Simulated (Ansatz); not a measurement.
The starting structures come from a database of crystals and need not be the phases stable at ambient conditions.

**Evanescent states of PtS (P4_2/mmc, not sure to be the ambient phase, 4 atoms a cell, 18.7 Å³ an atom) along the normal of (110)**

Method: r2SCAN (plane waves, PAW; Ansatz, a program for electronic structure).

The gap is the functional's own. No spin-orbit coupling. Mid-gap values are interpolated on the energy grid.

Energies count from the valence-band top; κ is the least over a 6×6 mesh across the current.

```json
[
 {"E (eV)": "0.03", "κ (1/Å)": "0.038", "where": "Γ"},
 {"E (eV)": "0.09", "κ (1/Å)": "0.064", "where": "Γ"},
 {"E (eV)": "0.15", "κ (1/Å)": "0.081", "where": "Γ"},
 {"E (eV)": "0.21", "κ (1/Å)": "0.093", "where": "Γ"},
 {"E (eV)": "0.27", "κ (1/Å)": "0.103", "where": "Γ"},
 {"E (eV)": "0.33", "κ (1/Å)": "0.110", "where": "Γ"},
 {"E (eV)": "0.39", "κ (1/Å)": "0.117", "where": "Γ"},
 {"E (eV)": "0.45", "κ (1/Å)": "0.122", "where": "Γ"},
 {"E (eV)": "0.51", "κ (1/Å)": "0.126", "where": "Γ"},
 {"E (eV)": "0.57", "κ (1/Å)": "0.129", "where": "Γ"},
 {"E (eV)": "0.63", "κ (1/Å)": "0.131", "where": "Γ"},
 {"E (eV)": "0.69", "κ (1/Å)": "0.133", "where": "Γ"},
 {"E (eV)": "0.75", "κ (1/Å)": "0.110", "where": "Γ"}
]
```

Q: How thick must the barrier be to attenuate the transmission by 10^8 when the electrodes' Fermi level lies at 0.45 eV, and what attenuation does that film give at 0.69 eV?

A: d = 8 ln 10 / (2 × 0.122) = 75.5 Å. At 0.69 eV it gives 8 × 0.133/0.122 = 8.7 decades.
